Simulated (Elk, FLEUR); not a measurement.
A FLEUR input for a self-consistent single point of CaSe (Fm-3m, 2 atoms in the cell) (DFT, PBE, all-electron FLAPW (FLEUR), scalar-relativistic valence):

Input of the input generator:

```
CaSe crystal
&input film=f /
-0.0000000000 5.6299476595 5.6299476595
5.6299476595 -0.0000000000 5.6299476595
5.6299476595 5.6299476595 -0.0000000000
1.0
1.0 1.0 1.0

2
20 0.0000000000 0.0000000000 0.0000000000
34 0.5000000000 0.5000000000 0.5000000000

&comp jspins=1 /
&kpt div1=6 div2=6 div3=6 gamma=t /
&end /
```

```xml
<?xml version="1.0" encoding="UTF-8" standalone="no"?>
<fleurInput fleurInputVersion="0.39">
   <comment>
      CaSe crystal                                                                                        
   </comment>
   <calculationSetup>
      <cutoffs Kmax="4.0" Gmax="20.0" GmaxXC="20.0" numbands="0"/>
      <scfLoop itmax="100" minDistance="0.00001" maxIterBroyd="99" imix="Anderson" alpha="0.05" precondParam="0.0" spinf="2.0"/>
      <coreElectrons ctail="T" frcor="F" kcrel="0" coretail_lmax="0"/>
      <xcFunctional name="pbe" relativisticCorrections="F"/>
      <magnetism jspins="1"/>
      <soc l_soc="F" theta="0.0" phi="0.0" spav="F"/>
      <expertModes spex="0" secvar="F"/>
      <geometryOptimization l_f="T" forcealpha="1.0" forcemix="BFGS" epsdisp="0.00001" epsforce="0.00001"/>
      <ldaU l_linMix="F" mixParam="0.05" spinf="1.0"/>
   </calculationSetup>
   <cell>
      <bzIntegration valenceElectrons="26.0" mode="hist" fermiSmearingEnergy="0.0001">
         <kPointListSelection listName="default-1"/>
         <!-- k-points included here -->
         <xi:include xmlns:xi="http://www.w3.org/2001/XInclude" href="kpts.xml"> </xi:include>
      </bzIntegration>
      <!-- symmetry operations included here -->
      <xi:include xmlns:xi="http://www.w3.org/2001/XInclude" href="sym.xml"> </xi:include>
      <bulkLattice scale="1.0">
         <bravaisMatrix>
            <row-1>    0.0000000000000000     5.6299476595000000     5.6299476595000000</row-1>
            <row-2>    5.6299476595000000     0.0000000000000000     5.6299476595000000</row-2>
            <row-3>    5.6299476595000000     5.6299476595000000     0.0000000000000000</row-3>
         </bravaisMatrix>
      </bulkLattice>
   </cell>
   <atomSpecies>
      <species name="Calcium (Ca)" element="Ca" atomicNumber="20">
         <mtSphere radius="2.66" gridPoints="879" logIncrement="0.014"/>
         <atomicCutoffs lmax="7" lnonsphr="5"/>
         <electronConfig flipSpins="F">
            <coreConfig>(1s1/2) (2s1/2) (2p1/2) (2p3/2)</coreConfig>
            <valenceConfig>(3s1/2) (3p1/2) (3p3/2) (4s1/2)</valenceConfig>
         </electronConfig>
         <energyParameters s="4" p="3" d="3" f="4"/>
         <lo type="SCLO" l="0" n="3" eDeriv="0"/>
         <lo type="HELO" l="1" n="4" eDeriv="0"/>
         <lo type="HELO" l="1" n="4" eDeriv="1"/>
         <lo type="SCLO" l="2" n="3" eDeriv="2"/>
         <lo type="SCLO" l="3" n="4" eDeriv="2"/>
      </species>
      <species name="Selenium (Se)" element="Se" atomicNumber="34">
         <mtSphere radius="2.66" gridPoints="879" logIncrement="0.014"/>
         <atomicCutoffs lmax="7" lnonsphr="5"/>
         <electronConfig flipSpins="F">
            <coreConfig>(1s1/2) (2s1/2) (2p1/2) (2p3/2) (3s1/2) (3p1/2) (3p3/2)</coreConfig>
            <valenceConfig>(3d3/2) (3d5/2) (4s1/2) (4p1/2) (4p3/2)</valenceConfig>
            <stateOccupation state="(4p1/2)" spinUp="0.6666666666667" spinDown="0.6666666666667"/>
            <stateOccupation state="(4p3/2)" spinUp="1.3333333333333" spinDown="1.3333333333333"/>
         </electronConfig>
         <energyParameters s="4" p="4" d="4" f="4"/>
         <lo type="SCLO" l="2" n="3" eDeriv="0"/>
         <lo type="SCLO" l="0" n="4" eDeriv="2"/>
         <lo type="SCLO" l="1" n="4" eDeriv="2"/>
         <lo type="SCLO" l="3" n="4" eDeriv="2"/>
      </species>
   </atomSpecies>
   <atomGroups>
      <atomGroup species="Calcium (Ca)">
         <relPos label="                   1">.0000000000 .0000000000 .0000000000</relPos>
         <force calculate="T" relaxXYZ="TTT"/>
      </atomGroup>
      <atomGroup species="Selenium (Se)">
         <relPos label="                   2">1.000/2.000 1.000/2.000 1.000/2.000</relPos>
         <force calculate="T" relaxXYZ="TTT"/>
      </atomGroup>
   </atomGroups>
   <output dos="F" band="F" slice="F">
      <checks vchk="F" cdinf="F"/>
      <bandDOS minEnergy="-.5*Htr" maxEnergy="0.5*Htr" sigma="0.015" storeEVData="T"/>
      <vacuumDOS vacdos="F" integ="F" star="F" nstars="0" locx1="0.0" locy1="0.0" locx2="0.0" locy2="0.0" nstm="0" tworkf="0.0"/>
      <unfoldingBand unfoldBand="F" supercellX="1" supercellY="1" supercellZ="1"/>
      <plotting iplot="0" polar="F">
         <plot TwoD="T" vec1="  1.0  0.0  0.0" vec2="  0.0  1.0  0.0" vec3="  0.0  0.0  1.0" zero="  0.0  0.0  0.0" file="plot"/>
      </plotting>
      <chargeDensitySlicing numkpt="0" minEigenval="0.0" maxEigenval="0.0" nnne="0" pallst="F"/>
      <specialOutput eonly="F"/>
      <magneticCircularDichroism mcd="F" energyLo="-10.0" energyUp="0.0"/>
   </output>
  <!-- We include the file relax.xml here to enable relaxations (see documentation) -->
  <xi:include xmlns:xi="http://www.w3.org/2001/XInclude" href="relax.xml"> <xi:fallback/> </xi:include>
</fleurInput>
```

Task: Write the same calculation as an input for Elk.

Result: This is the input that was run; spellings and numerical settings could be chosen otherwise.

```
tasks
  0

xctype
  20

rgkmax
  8.0

gmaxvr
  16.0

nxlo
  2

lorbcnd
  .true.

lmaxi
  3

stype
  0

swidth
  0.0001

maxscl
  100

scale
  1.889726125

avec
    0.0000000000    2.9792400000    2.9792400000
    2.9792400000    0.0000000000    2.9792400000
    2.9792400000    2.9792400000    0.0000000000

sppath
  './'

atoms
  2
  'Ca.in'
  1
  0.0000000000  0.0000000000  0.0000000000    0.0 0.0 0.0
  'Se.in'
  1
  0.5000000000  0.5000000000  0.5000000000    0.0 0.0 0.0

ngridk
  6 6 6
```

Basis settings and potentials, where a program has them, do not carry over. This input uses DFT, PBE, all-electron FP-LAPW, Elk's shipped species files, APW+lo basis with extra local orbitals. Both were run: gap on the mesh 2.082 eV in FLEUR and 2.080 in Elk.

On Elk: the starting cell comes from a database of computed structures (which also holds hypothetical and non-ambient phases and stackings), without a prior relaxation at this level. Its lattice was rescaled by a random factor within 2.5 % of one. For this run, on top of that: lattice scaled by 0.98. Values depend on the basis (sphere radii, cutoffs, local orbitals), which need not be converged.

On FLEUR: the starting cell comes from a database of computed structures (which also holds hypothetical and non-ambient phases and stackings), without a prior relaxation at this level. Its lattice was rescaled by a random factor within 2.5 % of one. For this run, on top of that: lattice scaled by 0.98. Values depend on the basis (sphere radii, cutoffs, local orbitals), which need not be converged.
